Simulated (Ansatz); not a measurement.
# A computed series for Cu2O: pressure series

Base system: Cu$_{2}$O (space group Pn-3m, No. 224).

```
Cu2O
1.0
    4.29840     0.00000     0.00000
    0.00000     4.29840     0.00000
    0.00000     0.00000     4.29840
Cu O
4 2
Cartesian
  3.22380   3.22380   3.22380
  3.22380   1.07460   1.07460
  1.07460   3.22380   1.07460
  1.07460   1.07460   3.22380
  0.00000   0.00000   0.00000
  2.14920   2.14920   2.14920
```

Cell and atoms are relaxed at each pressure.

Levels (all Ansatz, a first-principles code, PAW): PBE (420 eV, spin-orbit coupling left out); r2SCAN (500 eV, no spin-orbit coupling).

The base cell above is that of PBE; each level relaxes its own structures.

```json
[
 {"case": "pressure −2 GPa", "volume per atom, PBE": "13.49 Å³", "volume per atom, r2SCAN": "12.96 Å³"},
 {"case": "pressure −1 GPa", "volume per atom, PBE": "13.36 Å³", "volume per atom, r2SCAN": "12.86 Å³"},
 {"case": "pressure 0.9 GPa", "volume per atom, PBE": "13.13 Å³", "volume per atom, r2SCAN": "12.67 Å³"},
 {"case": "pressure 2.1 GPa", "volume per atom, PBE": "13.00 Å³", "volume per atom, r2SCAN": "12.55 Å³"},
 {"case": "pressure 4.5 GPa", "volume per atom, PBE": "12.76 Å³", "volume per atom, r2SCAN": "12.34 Å³"},
 {"case": "pressure 9 GPa", "volume per atom, PBE": "12.36 Å³", "volume per atom, r2SCAN": "12.00 Å³"},
 {"case": "pressure 15 GPa", "volume per atom, PBE": "11.92 Å³", "volume per atom, r2SCAN": "11.61 Å³"},
 {"case": "pressure 22.5 GPa", "volume per atom, PBE": "11.47 Å³", "volume per atom, r2SCAN": "11.20 Å³"},
 {"case": "pressure 30 GPa", "volume per atom, PBE": "11.09 Å³", "volume per atom, r2SCAN": "10.85 Å³"}
]
```

PBE lies above r2SCAN in every row, by 0.24 Å³ to 0.52 Å³. They put the cases in the same order.

Load acts through the strain it causes; cell and atoms are relaxed under it. Stability against distortions was not tested. No other phases were tried under pressure. No Hubbard U is applied. The final runs are not spin-polarised.
